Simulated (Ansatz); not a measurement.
## C on the N site in wurtzite AlN

Calculation: PBE, PAW (plane waves to 420 eV; Ansatz, a program for electronic structure). A 3×2×2 supercell of 96 sites was used; the energies come from a 2×2×2 shifted sampling of its zone. Site at the start: the N site. Energies of charged states are corrected for periodic images (point charge plus alignment at distant sites). Dielectric constants: PBE linear response of the host. Host gap at this level: 4.03 eV. A cell of this size leaves errors of a few tenths of an eV. PBE underestimates the host's gap, which shifts levels and can delocalise carriers. Spin–orbit coupling is left out. Each state is the lowest found from its start.

Formation energies E_f are given with the Fermi level at the valence-band maximum. Chemical conditions: Al-rich (Δμ(N) = -2.74 eV, Δμ(C) = -0.21 eV, bounded by Al4C3 (R-3m); only phases computed here count, gases as isolated molecules at 0 K). Reference phases: C: graphite, N: N2 molecule in a box.

| charge | moment (μB) | largest move off a lattice site (Å) | image correction with alignment (eV) | E_f, Al-rich (eV) | above the lowest spin state (eV) |
|---|---|---|---|---|---|
| +1† | 2.0 | 0.14 | 0.19 | – | 0.00 |
| +1† | not spin-polarised | 0.18 | 0.18 | – | 0.25 |
| 0 | 1.0 | 0.08 | 0.00 | 2.29 | 0.00 |
| −1 | not spin-polarised | 0.07 | 0.22 | 3.20 | 0.00 |

† Not settled in this cell, so no level is given: charge +1: level within 0.1 eV of a band edge or past it.

Transition levels above the valence-band maximum: ε(0/−1) = 0.91 eV. On the lower envelope of the bound states, inside the gap: (0/−1) at 0.91 eV.

Flagged in the runs: a host whose relaxation on this sampling wasn't shown to rest.
